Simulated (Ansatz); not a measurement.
Base system: KMgF₃ in the cubic perovskite structure (space group Pm-3m, No. 221).

```xyz
5
Lattice="4.0541 0.0000 0.0000 0.0000 4.0541 0.0000 0.0000 0.0000 4.0541" Properties=species:S:1:pos:R:3 pbc="T T T"
K      0.0000     0.0000     0.0000
Mg     2.0271     2.0271     2.0271
F      2.0271     0.0000     2.0271
F      0.0000     2.0271     2.0271
F      2.0271     2.0271     0.0000
```

The values are results of PBE (Ansatz, a quantum-chemistry and plane-wave program, PAW, without spin-orbit coupling), not measurements.

One change was made to it. Results:

```json
[
 {"quantity": "smallest direct gap", "base": "7.28 eV", "after": "7.58 eV"},
 {"quantity": "band gap", "base": "6.96 eV", "after": "7.26 eV"},
 {"quantity": "gap character", "base": "indirect, R → Γ", "after": "indirect, R → Γ"},
 {"quantity": "width of the top valence band", "base": "0.52 eV", "after": "0.55 eV"},
 {"quantity": "lattice parameter a", "base": "4.054 Å", "after": "3.999 Å"}
]
```

Name the change that was made.
A) pressure 1.5 GPa
B) pressure 0.7 GPa
C) pressure −2 GPa
D) pressure 3 GPa

D, pressure 3 GPa. For comparison, the band gap in the other runs: pressure 1.5 GPa gives 7.12 eV; pressure 0.7 GPa gives 7.03 eV; pressure −2 GPa gives 6.73 eV.

Load acts through the strain it causes; cell and atoms are relaxed under it. No phonon test of stability was made.
